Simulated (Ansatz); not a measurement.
Base system: CdTe in the zinc blende structure (space group F-43m, No. 216; a = 6.558 Å). Axes: x, y, z lie along the cube axes.

Perturbation: compressive biaxial strain of 4.94 % in the plane normal to [001], as in epitaxy on a mismatched substrate; the out-of-plane cell vector and the atoms relax.

Method: r2SCAN/PAW in Ansatz (an electronic-structure program), no spin-orbit coupling, earlier PAW set.

Q: Give the band edges at the high-symmetry points of the new zone, measured from its valence-band maximum.

A: 
```tsv
point	valence edge (eV)	conduction edge (eV)
Γ	0.00	1.08
X	-2.10	2.57
P	-2.34	3.97
N	-0.62	1.97
M	-1.70	3.11
S	-1.23	3.69
S₀	-1.23	3.69
R	-2.43	4.21
G	-2.43	4.21
```

The gap is 1.08 eV, direct at Γ.

Spin-orbit coupling, missing from the scalar runs, can matter with Te. No phonon test of stability was made. k-point labels follow each cell's own Brillouin zone.
